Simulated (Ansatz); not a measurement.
The starting structures come from a database of crystals and need not be the phases stable at ambient conditions.

By LDA and PBEsol, the system below comes out a metal.

```
InAs
1.0
    4.06912     0.00000     0.00000
   -2.03456     3.52396     0.00000
    2.03456     1.17465     3.32243
In As
1 1
Direct
  0.00000   0.50000   0.50000
  0.00000   0.00000   0.00000
```

Space group of this cell: Fm-3m, rock salt. The cell is taken as given; by PBEsol its mean pressure is -3.4 GPa.

The current runs along the normal of the first two printed vectors, the (111) plane. All runs by Ansatz (a quantum-chemistry and plane-wave program), plane waves and PAW, without spin-orbit coupling; the base is PBEsol.

```csv
run,mean pressure (GPa),"G/A, both spins (10¹⁵ S/m²)"
base,-3.4,0.86
all lengths scaled by 0.98,0.5,0.87
all lengths scaled by 1.02,-6.1,(withheld)
lda in place of pbesol,-5.1,0.88
"lengths across the current scaled by 0.98, ions clamped",-0.9,0.85
"lengths across the current scaled by 1.02, ions clamped",-5.3,0.88
"lengths along the current scaled by 0.97, ions clamped",-1.6,(withheld)
"lengths along the current scaled by 1.03, ions clamped",-4.9,0.82
```

Problem. Fill in the missing entries.

Solution. 
- all lengths scaled by 1.02, G/A, both spins (10¹⁵ S/m²): 0.84
- lengths along the current scaled by 0.97, ions clamped, G/A, both spins (10¹⁵ S/m²): 0.91
